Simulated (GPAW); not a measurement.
# σxx against uniaxial strain in fcc Pd (space group 225): C11 (GPAW, LDA)

```
CELL_PARAMETERS angstrom
      0.00000     1.92006     1.92006
      1.89126     0.00000     1.92006
      1.89126     1.92006     0.00000
ATOMIC_POSITIONS crystal
  Pd 0.00000 0.00000 0.00000
```

Level of theory: LDA (Perdew-Wang 92), GPAW PAW datasets LDA (gpaw-data 1.0.1) (plane waves; GPAW 25.7.0). Settings: mode = pw; ecut = 585 eV; xc = LDA; kpts = 38 38 38; mesh shift (steps) = 0 0 0; occupations.name = fermi-dirac; occupations.width = 0.05 eV; nbands = -7; convergence.density = 1e-06 e/electron; convergence.energy = 1e-06 eV/electron; symmetry.symmorphic = false; symmetry.tolerance = 0.0005; maxiter = 150. The cell above is the first row's. The rows stretch one cube axis (x) by the strain ε and hold the other two. Stress is positive in tension. In all rows the k mesh is held.

```
ε (%)  σxx (GPa)
-----  ---------
-1.5           ?
-1.0       -2.82
-0.5       -1.41
0.0        -0.04
0.5         1.29
1.0         2.58
1.5         3.83
2.0         5.04
```

Fit σxx against ε with a parabola, and predict the withheld value at ε = -1.5.

Least squares gives σxx = -0.040 + 2.7000·ε - 0.0800·ε². Residuals (row less fit): 0.000, 0.000, 0.000, 0.000, 0.000, 0.000, 0.000; standard error 0.000 (degrees of freedom: 4). The slope at ε = 0, 2.7000 GPa per cent, gives C11 ≈ 100 × 2.7000 = 270 GPa, for the static lattice. At the withheld row, σxx = -0.040 + 2.7000 × (-1.5) - 0.0800 × (-1.5)² = -4.270 GPa. The calculation gives -4.28 GPa, 0.010 GPa below the prediction (0.1 % of the range of σxx in the table). The row lies outside the fitted rows, so this is an extrapolation.

Carrying the step between the two nearest rows on in a straight line would have given -4.23, off by 0.05; series whose last step already gives the withheld value aren't shown. The reference cell has the volume at which an earlier scan in this program and functional put its minimum by a fit. The unstrained cell stands at a pressure of 0.04 GPa, and the constants belong to that pressure. Spin polarisation is off. Without a gap such slopes are sensitive to mesh and smearing. Cutoffs and mesh are single choices, not tested for convergence of this quantity. Series with a scatter that would blur these digits, or in which a gap closes, are not shown. Strain series were run only where this level's volume lies within 10 % of a first guess from the measured size.
